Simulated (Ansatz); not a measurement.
Al2O3 (Cmc2₁, No. 36, 10 atoms in the cell; start mp-754401; a measured phase of this formula has another space group) was calculated with HSE06 (plane waves, PAW; Ansatz, a first-principles code).

Numerical settings: plane-wave cutoff 460 eV, 6×6×4 k mesh (along the axes of the cell as run), Fermi–Dirac smearing 0.01 eV, scalar-relativistic PAW data made under PBE.

The cell is the one relaxed with PBEsol. Conventional cell: a = 9.7059 Å, b = 5.5303 Å, c = 4.9412 Å, α = 90.00°, β = 90.00°, γ = 90.00°.

```xyz
10
Lattice="4.8530 -2.7651 0.0000 4.8530 2.7651 0.0000 0.0000 0.0000 4.9412" Properties=species:S:1:pos:R:3 pbc="T T T"
Al     8.0771    -0.8872     2.1308
Al     1.6289     0.8872     4.6014
Al     1.6289    -0.8872     2.1308
Al     8.0771     0.8872     4.6014
O      4.8530    -1.5556     4.8974
O      4.8530     1.5556     2.4268
O      7.5571    -0.6625     0.4302
O      2.1489     0.6625     2.9007
O      2.1489    -0.6625     0.4302
O      7.5571     0.6625     2.9007
```

Question: List the 32 lowest band energies at Γ above −25 eV (eV, relative to the valence band maximum), grouping those that round alike.

Answer: At Γ: -20.09, -18.93, -18.90, -18.79, -17.20, -17.16, -6.34, -6.08, -6.07, -4.71, -4.33, -4.18, -3.21, -3.20, -3.06, -2.57, -1.78, -1.73, -1.57, -1.47, -0.89, -0.48, -0.06, 0.00, 6.00, 10.45, 10.69, 11.02, 11.03, 11.30, 11.87, 12.09.

Note: the run warned that its exchange threshold was loose for the stress; cell and atoms aren't relaxed at this level (largest force component 0.12 eV/Å, pressure -1.6 GPa).

A start named mp-… is a Materials Project structure, which need not be a measured phase.
